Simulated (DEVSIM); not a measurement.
System: illuminated Si n-on-p cell, one wavelength, at 300 K.

| layer (left to right) | material | thickness (μm) | Nd (cm⁻³) | Na (cm⁻³) | τn (s) | τp (s) | absorption coefficient (cm⁻¹) |
|---|---|---|---|---|---|---|---|
| 1 | Si | 0.130 | 1.2e18 | - | 4.7e-5 | 6.1e-7 | 340 |
| 2 | Si | 46.0 | - | 1.2e16 | 6.1e-5 | 6.1e-5 | 340 |

Left contact: ohmic, minority hole recombination velocity 7000 cm/s. Right contact: ohmic, minority electron recombination velocity 10000 cm/s. Voltage is applied to the left contact. Recombination: SRH at mid-gap, radiative, Auger. Gap narrowing is on: ΔEg = 6.92 meV × (l + √(l² + 0.5)), l = ln(N/1.3e17 cm⁻³), shared equally by both band edges. Light enters at the left, 7.9e16 photons cm⁻² s⁻¹, one pass, no reflection. Mobility is μmin + (μ − μmin)/(1 + (N/Nref)^α).

The device is made up for the run: typed textbook-type constants, with dimensions and the other settings drawn at random. Values at 300 K.

| parameter | Si |
|---|---|
| gap (eV) | 1.124 |
| affinity (eV) | 4.05 |
| permittivity | 11.7 |
| Nc (cm⁻³) | 2.86e19 |
| Nv (cm⁻³) | 3.1e19 |
| μn (cm²/Vs) | 1417 |
| μp (cm²/Vs) | 470 |
| μn,min | 52 |
| μp,min | 45 |
| Nref,n | 9.7e16 |
| Nref,p | 2.2e17 |
| αn | 0.68 |
| αp | 0.72 |
| B (cm³/s) | 4.7e-15 |
| Cn (cm⁶/s) | 2.8e-31 |
| Cp (cm⁶/s) | 9.9e-32 |

Model (solved in DEVSIM): 1D drift-diffusion, Boltzmann statistics, complete ionisation; no tunnelling, impact ionisation, image-force lowering or self-heating.

The photon flux was swept, all else fixed.

| photon flux (cm^-2 s^-1) | short-circuit current (mA/cm²) | largest power (mW/cm²) | share of generated pairs collected at short circuit | open-circuit voltage (V) |
|---|---|---|---|---|
| 2.4e15 | 0.236 | 0.0835 | 0.775 | 0.449 |
| 7.9e15 | 0.777 | 0.297 | 0.775 | 0.480 |
| 2.4e16 | 2.36 | 0.968 | 0.776 | 0.509 |
| 7.9e16 | 7.77 | 3.40 | 0.776 | 0.540 |
| 2.4e17 | 23.6 | 11.0 | 0.776 | 0.568 |
| 7.9e17 | 77.8 | 38.5 | 0.777 | 0.599 |
| 2.4e18 | 237 | 124 | 0.780 | 0.628 |

From the first row to the last the short-circuit current goes from 0.236 to 237. From the first row to the last the largest power goes from 0.0835 to 124.
